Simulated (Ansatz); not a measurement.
**CuI: response to strain**

The parent structure is CuI in the zinc blende structure (space group F-43m, No. 216; a = 6.079 Å).

Strains are applied to the cell and any free atomic positions relax.

Level of theory: PBE (Ansatz, a program for electronic structure), without spin-orbit coupling.

| isotropic strain (%) | band gap (eV) |
|---|---|
| 0 | 1.10 |
| 1.09 | 1.02 |
| 2.25 | ? |
| 2.42 | 0.93 |
| 3.38 | 0.87 |
| 5.68 | 0.75 |

**Question.** Fit E_g = E₀ + Dε (ε in %) to the rows shown and predict the withheld row.

**Answer.** Least squares on the printed values gives E₀ = 1.09 eV, D = -61.5 meV per % of strain (largest residual 0.01 eV); this predicts 0.95 eV, and the run gives 0.94 eV, in agreement.

With I present, leaving out spin-orbit coupling can change the band edges. Stability against distortions was not tested. All final runs are without spin polarisation.
